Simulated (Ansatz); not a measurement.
Structure of amorphous Si24O51Sc2 (periodic cell):

```xyz
77
Lattice="11.0952 0.2181 0.0421 0.2181 10.2575 0.4276 0.0421 0.4276 10.2372" Properties=species:S:1:pos:R:3 pbc="T T T"
Si     6.9418     1.2447     2.4712
Si     3.4536     0.8326     0.1751
Si     4.5209     3.6084     0.2588
Si     0.4137     0.5581     4.4966
Si     8.0967     7.0865     4.1804
Si     8.6253     1.6295     5.0656
Si     8.3141     4.5808     6.0292
Si     0.8959     5.1460     1.6348
Si     5.0600     8.4867     0.5030
Si     2.0520     9.9646     2.7802
Si     9.3905     7.1825     1.5748
Si     2.2183     5.5727     9.0904
Si     6.9709     2.3929     9.5093
Si     3.2820     9.9041     5.3459
Si     4.8519     3.5123     3.1694
Si     2.7067     0.9271     7.4596
Si     7.2318    10.2033     7.7077
Si     5.6041     7.9741     5.9303
Si     2.7355     7.3925     1.7760
Si     1.7576     3.3641     3.8802
Si     5.2922     4.8778     5.9614
Si     2.6427     8.5136     9.1508
Si     2.4063     3.8195     6.6462
Si     7.6846     7.9066     9.4107
O      6.1347     9.1200     7.0303
O      9.2638     8.1661     4.4956
O      5.7330     2.1175     3.1648
O      0.8746     3.8235     2.5854
O      1.6429     9.7664     5.6697
O      8.3360     5.5841     4.7622
O      9.8245     8.7236     1.6642
O      4.8591    10.0408     1.0194
O      3.5163     1.3537     8.7958
O      2.2908     7.0872     8.4549
O      4.2642     8.7126     9.3330
O      5.2875     4.5806     4.3304
O      8.2564     3.2911     9.1482
O      8.1059     6.8353     2.5406
O      8.2410     9.1437     8.4744
O      7.0943     1.5920     0.8785
O      2.9801     0.2910     3.3924
O      6.7414     4.3336     6.5056
O      2.0503     0.3089     0.8640
O      0.5117    10.3149     3.3289
O      1.9211     2.2777     6.9953
O      8.9033     3.1166     5.5792
O      7.5937     0.7835     5.9930
O      3.6751     5.1621     9.7149
O      4.0397     4.0219     6.6136
O      1.7474     4.6699     7.8479
O      9.9950     0.6927     5.0952
O      7.3433     9.9201     3.0561
O      2.1659     8.3582     2.9386
O      1.0737     5.3270    10.2539
O      8.3092     1.6775     3.4318
O      7.1454     6.5791     8.6855
O      2.2643     5.8943     2.1396
O      1.9758     7.9141     0.4163
O      2.0795     9.8298     8.3500
O      5.1361     6.4558     6.3995
O      6.6801     7.6843     4.7539
O     10.6095     6.1478     1.9244
O      0.9764     2.0486     4.4228
O      5.0617     4.2139     1.6877
O      6.6675     1.1079     8.4498
O      3.6330     0.5786     6.1424
O      3.2967     3.1008     3.4463
O      8.9756     7.2056    10.2490
O      6.6494     8.5648    10.4967
O      5.6823     3.4448     9.4794
O      4.3542     7.4992     1.6109
O      1.7791     4.3189     5.2128
O      9.2409     5.1666     7.2084
O      3.6003     2.3372     0.7300
O      4.1950     8.5781     5.3168
Sc     8.5541     5.2186     8.9694
Sc     9.3328     9.6746     3.2961
```

All values below come from PBE, scalar-relativistic without spin-orbit coupling (plane waves to 420 eV, PAW; Ansatz, a program for electronic structure).

A CHGNet melt-quench gave the starting glass, which DFT then relaxed. O atoms were pushed apart under 1.9 Å during the dynamics, to hinder bonds among them. The hot cell started wider than the set density and was brought back towards it in steps. It is the lowest in DFT energy of 2 quenches. It is a model cell: composition and starting density were chosen by hand, and all elements were melted together. No dispersion term was used. Its density started from a set value of 2.28 and ended at 2.26 g/cm³. The simulated quench (nominally 320 K/ps over its main leg) is rapid and tends to freeze in more defects than a deposited or slowly cooled glass has. A cell of this size samples the disorder only roughly. Volume and shape were free in the relaxation.

Neighbours within Si-Si 2.60 Å, Si-O 1.90 Å, Si-Sc 2.93 Å, O-O 1.58 Å, O-Sc 2.60 Å, Sc-Sc 3.41 Å count as bonded. Two cations that share two anions don't count as bonded, nor two that share one unless they lie closer than Si-Si 2.38 Å, Si-Sc 2.85 Å, Sc-Sc 3.32 Å.

**Question.** Give the coordination numbers, mean bond lengths and angles.

**Answer.** 
```yaml
Mean coordination of Si by anions: 4.00 (24 with 4)
Mean coordination of O: 2.06 (48 with 2, 3 with 3)
Mean coordination of Sc by anions: 4.50 (1 with 4, 1 with 5)
Mean Si-O bond: 1.640 Å (spread 0.023 Å, 96 counted)
Mean O-Sc bond: 2.114 Å (spread 0.228 Å, 9 counted)
Bond angle at Si: mean 109.4°, spread 5.4°
Bond angle at O: mean 131.7°, spread 17.8°
Bond angle at Sc: mean 106.8°, spread 23.9°
```

**Question.** Which atoms depart from the most common coordination of their element?

**Answer.** O44 has 3 (Si10 1.67 Å, Si4 1.68 Å, Sc77 2.43 Å); O55 has 3 (Si6 1.66 Å, Si1 1.73 Å, Sc77 2.46 Å); O68 has 3 (Si11 1.68 Å, Si24 1.69 Å, Sc76 2.40 Å); Sc77 has 5 (O26 1.93 Å, O31 1.95 Å, O52 2.02 Å, O44 2.43 Å, O55 2.46 Å; O51 at 2.71 Å just beyond).

**Question.** List the pairs of like atoms that count as bonded by the rules above.

**Answer.** There are none by these rules.
